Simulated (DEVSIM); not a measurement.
Structure: Si n-i-p diode, at 250 K.

Layer 1 from the left is Si, thickness (μm) 0.450, Nd (cm⁻³) 4.7e18, τn (s) 2.5e-7, τp (s) 2.5e-7. Layer 2 from the left is Si, thickness (μm) 31.0, Na (cm⁻³) 2.3e11, τn (s) 7.5e-7, τp (s) 2.5e-7. Layer 3 from the left is Si, thickness (μm) 1.70, Na (cm⁻³) 2.5e18, τn (s) 2.5e-7, τp (s) 2.5e-7.

Left contact: ohmic. Right contact: ohmic. Voltage is applied to the left contact. Recombination: SRH at mid-gap, radiative, Auger. Mobility is constant in doping.

This is a model device: material constants are rounded textbook-type values typed into the input, and sizes, dopings and lifetimes were drawn at random. Values at 300 K; Nc and Nv go as T^1.5, mobilities as T to minus their exponent, the gap by Varshni's rule with the affinity fixed.

Si: gap (eV) 1.124, affinity (eV) 4.05, permittivity 11.7, Nc (cm⁻³) 2.86e19, Nv (cm⁻³) 3.1e19, μn (cm²/Vs) 1417, μp (cm²/Vs) 470, T exponent of μn 2.3, T exponent of μp 2.2, B (cm³/s) 4.7e-15, Cn (cm⁶/s) 2.8e-31, Cp (cm⁶/s) 9.9e-32, Varshni α (eV/K) 0.000473, Varshni β (K) 636.

DEVSIM, 1D drift-diffusion, Boltzmann statistics, complete ionisation; no tunnelling, impact ionisation, image-force lowering or self-heating.

Question: What does the simulation give for the dark forward voltage at 100 A/cm², the potential step across the device at zero bias, the dark forward voltage at 1 A/cm²?

Answer: dark forward voltage at 100 A/cm² 0.889 V; potential step across the device at zero bias 1.055 V; dark forward voltage at 1 A/cm² 0.735 V.
